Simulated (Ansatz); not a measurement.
The parent structure is Al in the fcc (Cu type) structure (space group Fm-3m, No. 225; a = 4.0408 Å; relaxed with 0.1 eV smearing).

(Cell as relaxed with PBE.)

Levels (all Ansatz, a first-principles code, PAW, earlier PAW set): PBE (420 eV, no spin-orbit coupling); r2SCAN (500 eV, scalar-relativistic without spin-orbit coupling).

Each level relaxes its own structure.

```csv
base,PBE,r2SCAN
volume per atom,16.49 Å³,15.91 Å³
lattice parameter a,4.041 Å,3.992 Å
band gap,zero,zero
```

One thing is altered: an isotropic linear strain of −3.26 %; the atoms relax in the strained cell.

```csv
quantity,PBE,r2SCAN
energy relative to the base (free energy F),+43 meV/atom,+49 meV/atom
pressure,9.7 GPa,11.5 GPa
```

PBE's energy relative to the base lies 6.2 meV/atom below r2SCAN's; PBE's pressure lies 1.8 GPa below r2SCAN's. Neither level is exact; r2SCAN is the comparison here, not a measurement.

No phonon test of stability was made.
